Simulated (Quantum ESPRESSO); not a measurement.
## A short convergence ladder for LaGa (Cm, 4 atoms in the cell)

```
LaGa
1.0
    2.30652    -5.75041     0.00000
    2.30652     5.75041     0.00000
    0.00000     0.00000     4.27854
La Ga
2 2
Direct
  0.86046   0.13954   0.26169
  0.13954   0.86046   0.75000
  0.56722   0.43278   0.25000
  0.43278   0.56722   0.75000
```

Base method: LDA (PZ), GBRV 1.5 ultrasoft (LDA) pseudopotentials (plane waves; Quantum ESPRESSO).

Base settings: ecutwfc = 50 Ry; ecutrho = 250 Ry; occupations = smearing; smearing = gauss; degauss = 0.0073499 Ry; potentials = {La: la_lda_v1.uspp.F.UPF, Ga: ga_lda_v1.4.uspp.F.UPF}; K_POINTS = automatic 3 3 3 0 0 0; conv_thr = 1e-10 Ry.

The count of work is k-points × plane waves × bands × iterations; it is no time. 

**The plane-wave cutoff**

Moved along: ecutrho.

The second cell is the first with its lattice scaled by 0.98.

The mesh stays at the base's, so the ladder's end is converged at best in this setting alone.

Only quantities that move along the ladder and can be compared are tabulated.

| ecutwfc | free energy less the last step's (meV/atom) | energy of the compressed cell less the first (meV/atom) | pressure (GPa) | largest difference of a force vector from the last step's (eV/Å) | count of work / last |
|---|---|---|---|---|---|
| 17.5 Ry | 11942.34 | 99.26 | -308.17 | 0.048 | 0.074 |
| 22 Ry | 2069.39 | -44.98 | -74.05 | 0.028 | 0.10 |
| 50 Ry | 18.25 | -31.63 | -4.55 | 0.001 | 0.35 |
| 100 Ry | 0.00 | -31.65 | -4.49 | 0.000 | 1.0 |

Coarsest ecutwfc that holds the energy of the compressed cell less the first within 0.5 meV/atom of the last step, with all finer ones: 50 Ry, at 0.35 of the last step's count of work; the step before is off by 13 meV/atom.

Coarsest ecutwfc that holds the free energy within 5 meV/atom: not settled: the last two steps still differ by 18 meV/atom, over half the tolerance, so the ladder does not show it.

Coarsest ecutwfc that holds the pressure within 0.5 GPa of the last step, with all finer ones: 50 Ry, at 0.35 of the last step's count of work; the step before is off by 70 GPa.

At the lowest cutoff the pressure lies 304 GPa under the last step's, the usual sign of Pulay stress in an incomplete plane-wave basis.

On the base run: the starting cell comes from a database of computed structures (which also holds hypothetical and non-ambient phases and stackings), without a prior relaxation at this level. Its lattice was rescaled by up to half a per cent. One atom was moved a little off its site on purpose. In the base run, with a pressure of about -5 GPa the cell is away from its equilibrium volume at this level. Without a gap this mesh is coarse (it stands for a supercell whose shortest vector is 13 Å).
